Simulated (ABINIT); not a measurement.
ABINIT run on Ge (Fd-3m, 2 atoms in the cell): self-consistent single point.

Level of theory: PBEsol, norm-conserving pseudopotentials (PseudoDojo nc-sr-04 PBEsol standard) (plane waves; ABINIT 10.0.3).

```
CELL_PARAMETERS angstrom
      0.00000     2.85107     2.85107
      2.85107     0.00000     2.85107
      2.85107     2.85107     0.00000
ATOMIC_POSITIONS crystal
  Ge 0.00000 0.00000 0.00000
  Ge 0.25000 0.25000 0.25000
```

Reference input (self-consistent single point, DFT, PBE, plane waves, norm-conserving pseudopotentials (PseudoDojo nc-sr-05 PBE standard)): pseudos = [Ge.upf]; ecut = 39 Ha; occopt = 3; tsmear = 0.01 eV; ngkpt = 5 5 5; nshiftk = 1; shiftk = 0 0 0; potentials = PseudoDojo nc-sr-05 PBE standard; nband = 19; kptopt = 1; nstep = 60; tolvrs = 1e-12. This run's input differs from it in these lines:

```diff
@@ -1,2 +1,2 @@
-# Ge, PseudoDojo nc-sr-05 PBE standard
+# Ge, PseudoDojo nc-sr-04 PBEsol standard
 pp_dirpath "./"
```

Its files differ too (potentials: PseudoDojo nc-sr-05 PBE standard → PseudoDojo nc-sr-04 PBEsol standard).

Output, abridged:

```
--- !BeginCycle
solver: {iscf: 7, nstep: 60, nline: 4, wfoptalg: 0, }
tolerances: {tolvrs: 1.00E-12, }
...

     iter   Etot(hartree)      deltaE(h)  residm     vres2
 ETOT  1  -176.70183538856    -1.767E+02 8.855E-01 8.514E+01
 ETOT  2  -178.37825454702    -1.676E+00 4.504E-02 1.373E+02
 ETOT  3  -178.39550603318    -1.725E-02 2.144E-03 2.933E+01
 ETOT  4  -178.39939745778    -3.891E-03 3.941E-04 1.089E+00
 ETOT  5  -178.39953613949    -1.387E-04 2.901E-04 8.659E-03
 ETOT  6  -178.39953753760    -1.398E-06 8.096E-04 3.957E-04
 ETOT  7  -178.39953757835    -4.075E-08 5.869E-04 1.313E-05
 ETOT  8  -178.39953758018    -1.829E-09 1.313E-03 2.061E-09
 ETOT  9  -178.39953758018    -7.958E-13 5.645E-04 7.862E-11
 ETOT 10  -178.39953758019    -6.537E-12 7.992E-04 5.603E-13
 At SCF step   10       vres2   =  5.60E-13 < tolvrs=  1.00E-12 =>converged.

 Cartesian components of stress tensor (hartree/bohr^3)
  sigma(1 1)=  2.21598138E-05  sigma(3 2)=  0.00000000E+00
  sigma(2 2)=  2.21598138E-05  sigma(3 1)=  0.00000000E+00
  sigma(3 3)=  2.21598138E-05  sigma(2 1)=  0.00000000E+00

 ----iterations are completed or convergence reached----

 reduced coordinates (array xred) for    2 atoms
       0.000000000000      0.000000000000      0.000000000000
       0.250000000000      0.250000000000      0.250000000000
 cartesian forces (eV/Angstrom) at end:
    1      0.00000000000000    -0.00000000000000     0.00000000000000
    2     -0.00000000000000     0.00000000000000    -0.00000000000000
 frms,max,avg= 2.0559497E-26 2.0559497E-26   0.000E+00  0.000E+00  0.000E+00 e/A
   [... lines left out ...]
 Fermi (or HOMO) energy (hartree) =   0.13754   Average Vxc (hartree)=  -0.37186
   [... lines left out ...]
total_energy        : -1.78399537580189E+02
total_energy_eV     : -4.85449829754101E+03
band_energy         : -1.59341101409563E+01
...

-Cartesian components of stress tensor (GPa)         [Pressure= -6.5196E-01 GPa]
- sigma(1 1)=  6.51964120E-01  sigma(3 2)=  0.00000000E+00
- sigma(2 2)=  6.51964120E-01  sigma(3 1)=  0.00000000E+00
- sigma(3 3)=  6.51964120E-01  sigma(2 1)=  0.00000000E+00

 Calculation completed.
```

The run converged in 10 iterations. Against the reference run the pressure goes from 2.34 to -0.65 GPa.

The starting cell has typed, rounded lattice constants, without a prior relaxation at this level. Its lattice was rescaled by a random factor within 2.5 % of one.
